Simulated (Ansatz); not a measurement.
Start from Cs2SnI6 (space group Fm-3m, No. 225; a = 12.033 Å).

Level of theory: PBE (Ansatz, a quantum-chemistry and plane-wave program, PAW, spin-orbit coupling left out).

Base values:

- Electron mass = 0.25 mₑ (at Γ)

Now apply this change: the cell is scaled by 1.0056 in all directions, atoms relaxed at fixed cell.

Problem. What does the calculation give for the electron mass and mean gap deformation potential ΔEg/Δln V after the change?

Solution. The electron mass changes from 0.25 mₑ (at Γ) to 0.27 mₑ (at Γ); the mean gap deformation potential ΔEg/Δln V is +2.8 eV.

Spin-orbit coupling, missing from the scalar runs, can matter with I. The cells carry an imposed strain or load. Effective masses come from finite differences of ±0.01 Å⁻¹. No phonon test of stability was made.
